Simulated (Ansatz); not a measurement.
Consider SiC (space group P6_3mc, No. 186; a = 3.0785 Å, c = 15.1068 Å). Axes: x lies along a and z along c of the hexagonal cell.

Computed with r2SCAN (Ansatz, a quantum-chemistry and plane-wave program; PAW; 500 eV plane waves; no SOC).

The change: the cell is scaled by 1.0080 in all directions, atoms relaxed at fixed cell.

Problem. Predict the stress tensor and what it implies for the stiffness.

Solution. Stress of the strained cell less that of the base (GPa, compression positive):
```
  -5.21    0.00    0.00
   0.00   -5.21    0.00
   0.00    0.00   -5.16
```

Then B = −ΔP/(ΔV/V₀) with ΔV/V₀ = 0.0242 gives secant stiffness values (nonlinear terms included at this strain): B (at held cell shape, above the free-shape value) ≈ 215 GPa.

As a check, the harmonic strain energy −½ V₀ Δσ:ε is 4.0 meV/atom; the computed energy rise is 4.1 meV/atom.

Stability against distortions was not tested.
